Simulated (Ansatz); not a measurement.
Start from NaCl in the rock salt structure (space group Fm-3m, No. 225; a = 5.601 Å).

Calculations: PBEsol/PAW in Ansatz (a program for electronic structure), scalar-relativistic without spin-orbit coupling, earlier PAW set.

Base values:

- Gap character = direct at Γ
- Band gap = 5.01 eV
- Lattice parameter a = 5.601 Å
- Smallest direct gap = 5.01 eV

One thing is altered: a hydrostatic pressure of 100 GPa.

Task: Estimate the effect on the gap character.

Result: The gap character becomes indirect, Γ → X (base: direct at Γ).

Task: What happens to the band gap?

Result: The band gap rises by 0.362 eV (5.01 eV → 5.38 eV).

Task: What does the calculation give for the lattice parameter a after the change?

Result: The lattice parameter a falls by 1.191 Å to 4.410 Å.

Task: What happens to the smallest direct gap?

Result: The smallest direct gap goes up by 2.123 eV (5.01 eV → 7.14 eV).

Load acts through the strain it causes; cell and atoms are relaxed under it. No phonon test of stability was made. Competing high-pressure phases were not computed.
